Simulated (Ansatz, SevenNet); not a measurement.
For SnO₂ (model structure, started from the tetragonal ZrO2 type, P4₂/nmc, No. 137, 6 atoms in the cell), the machine-learned potential SevenNet-l3i5 (trained on PBE and PBE+U data) gives:

| Item | Result |
|---|---|
| lattice parameter a | 3.601 Å |
| c axis length | 5.511 Å |

Q: What does r²SCAN (PAW; Ansatz, a quantum-chemistry and plane-wave program) give for the same quantities?

A: 
- lattice constant a: 3.549 Å (shrinks by 1.4 %)
- lattice parameter c: 5.429 Å (drops by 1.5 %)

Changes are worked out from the printed values.

Unless a cell is named, each level is at its own relaxed cell (SevenNet-l3i5 11.91, r²SCAN 11.40 Å³/atom).

Ansatz's density-functional and Hartree–Fock values are scalar-relativistic unless marked +SOC, with PAW data made under PBE.

A model structure was made by putting elements into a prototype or built by hand; it is no filed structure, need not be a known phase, and can be a saddle point held by its symmetry.
